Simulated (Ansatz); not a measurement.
Model glasses of amorphous TiO2, 63 to 67 atoms (Ti20O40 before any change). Each row is one cell at a composition chosen by hand, melted whole on the CHGNet potential with the anions pushed apart under 1.9 Å, quenched within some picoseconds, far faster than a real film, and relaxed with PBE, scalar-relativistic without spin-orbit coupling (plane waves to 420 eV, PAW; Ansatz, a program for electronic structure). Each is the lower in DFT energy of 2 quenches. Cycles of charging and discharging were tried on the cells ahead of these points, and a cell that came back lower was taken. The column on the box says what of it was relaxed with the atoms; held means as the quench left it. Cells that kept moments or hold spare charge are left out.

Formal charges balance in every cell, with the guest at the charge named. Neighbours are the O atoms within a cut-off of 1.2 times the sum of covalent radii (1.1 times for W, Nb, Hf, Y, La); the radius is Shannon's ionic radius for that charge at the coordination found, taken on a straight line between listed coordinations where the table lacks it, averaged where a cell holds several guest atoms. The coordination is that of the cell taken. The cells ran without spin polarisation.

```json
[
 {"guest": "P5+", "change of the cell": "+5 O, +2 P", "box": "shape", "cut-off (Å)": "2.08", "O neighbours": "4, 4", "ionic radius (Å)": "0.17", "mean guest-O distance (Å)": "1.55"},
 {"guest": "Al3+", "change of the cell": "+2 Al, +3 O", "box": "held", "cut-off (Å)": "2.24", "O neighbours": "4, 4", "ionic radius (Å)": "0.39", "mean guest-O distance (Å)": "1.76"},
 {"guest": "W6+", "change of the cell": "+3 O, +1 W", "box": "volume and shape", "cut-off (Å)": "2.51", "O neighbours": "5", "ionic radius (Å)": "0.51", "mean guest-O distance (Å)": "1.88"},
 {"guest": "Nb5+", "change of the cell": "+2 Nb, +5 O", "box": "shape", "cut-off (Å)": "2.53", "O neighbours": "6, 5", "ionic radius (Å)": "0.60", "mean guest-O distance (Å)": "1.98"},
 {"guest": "Hf4+", "change of the cell": "+1 Hf, +2 O", "box": "shape", "cut-off (Å)": "2.65", "O neighbours": "6", "ionic radius (Å)": "0.71", "mean guest-O distance (Å)": "2.11"},
 {"guest": "Y3+", "change of the cell": "+3 O, +2 Y", "box": "volume and shape", "cut-off (Å)": "2.82", "O neighbours": "6, 6", "ionic radius (Å)": "0.90", "mean guest-O distance (Å)": "withheld"},
 {"guest": "La3+", "change of the cell": "+2 La, +3 O", "box": "volume and shape", "cut-off (Å)": "3.00", "O neighbours": "8, 8", "ionic radius (Å)": "1.16", "mean guest-O distance (Å)": "2.58"}
]
```

Question: Fit a straight line of the last column on the one before it through the 6 full rows, and predict the withheld value for Y3+.

Answer: Means: x = 0.590, y = 1.977. Slope = Σ(Δx Δy) / Σ(Δx²) = 0.5902 / 0.5622 = 1.050; intercept = 1.977 − (1.050) × 0.590 = 1.358 Å; r.m.s. residual 0.010 Å. Prediction: 1.358 + (1.050) × 0.90 = 2.30 Å. The run gave 2.30 Å, a miss of 0.00 Å, within the residual.

Question: What would hard spheres give for this line?

Answer: A slope of 1 and an intercept at the radius of O2−, 1.35 Å for two neighbours to 1.40 Å for six in Shannon's table; the fit has 1.050 and 1.358 Å.
